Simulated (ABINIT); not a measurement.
Band structure of Li2S (Fm-3m, 3 atoms in the cell).

```
Li2S
1.0
    0.00000     2.83517     2.83517
    2.83517     0.00000     2.83517
    2.83517     2.83517     0.00000
Li S
2 1
Direct
  0.75000   0.75000   0.75000
  0.25000   0.25000   0.25000
  0.00000   0.00000   0.00000
```

Method of the run: PBE, PAW (JTH v2.0 PBE PAW) (plane waves; ABINIT).

Settings: pseudos = [Li.GGA_PBE-JTH.xml, S.GGA_PBE-JTH.xml]; ecut = 571 eV; pawecutdg = 1143 eV; pawxcdev = 0; ixc = 11; occopt = 3; tsmear = 0.00073499 Ha; ngkpt = 7 7 7; nshiftk = 1; shiftk = 0 0 0; potentials = JTH v2.0 PBE PAW; kptopt = 1; nstep = 60.

The starting cell comes from a database of computed structures (which also holds hypothetical and non-ambient phases and stackings), without a prior relaxation at this level.

**Question.** Predict the gap along the standard path and the places of the band edges.

**Answer.** The gap along the path is 3.38 eV, from Γ to X; the smallest direct gap on it is 4.33 eV.

Levels in eV from the top of the valence band on the SCF mesh, bands 3 to 10:
| point | 3 | 4 | 5 | 6 | 7 | 8 | 9 | 10 |
|---|---|---|---|---|---|---|---|---|
| Γ | -11.07 | 0.00 | 0.00 | 0.00 | 4.33 | 6.22 | 6.22 | 6.22 |
| X | -10.49 | -2.20 | -1.45 | -1.45 | 3.38 | 7.10 | 11.20 | 11.20 |
| W | -10.48 | -1.86 | -1.86 | -1.80 | 5.50 | 7.33 | 8.91 | 8.91 |
| K | -10.50 | -2.11 | -2.00 | -1.18 | 4.59 | 8.07 | 9.55 | 9.62 |
| L | -10.62 | -2.93 | -0.52 | -0.52 | 6.15 | 6.57 | 6.57 | 8.49 |
| U | -10.50 | -2.11 | -2.00 | -1.18 | 4.59 | 8.07 | 9.55 | 9.62 |
